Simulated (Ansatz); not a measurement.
Structures of equal composition on the (111) surface of germanium: Sb on one of 1 atoms of the third shell, no caps; Sb on one of 1 surface atoms, no caps; Sb on one of 1 atoms under the surface, no caps. The slabs share one bottom face, and each structure is named by its start. These are constructed structures in small cells; real faces may alloy, dewet or reconstruct in larger ones, and not all known structures of the face are among them. Slabs of about 15 Å with all that they carry, Fermi-Dirac smearing of 0.025 eV. Bottom of the slabs: built like the top, H on every dangling bond, free. Relaxed from the named starts with such symmetry as they have, on meshes of like density; energies extrapolated to zero smearing; no spin-orbit coupling, no U. Spin-polarised runs, if any, are marked in brackets, and their order is one that fits the cell; the others ran without spin.

All values below come from PBE (plane waves to 420 eV, PAW; Ansatz, a quantum-chemistry and plane-wave program).

Problem. Rank these by energy per 1x1 cell (lowest first), as PBE gives it.

Solution. Sb on one of 1 surface atoms, no caps (0.000 eV), Sb on one of 1 atoms under the surface, no caps (0.341 eV, a narrow gap of 0.12 eV by band count), Sb on one of 1 atoms of the third shell, no caps (0.921 eV (1 Ge–Sb bonds broke), a narrow gap of 0.12 eV by band count)
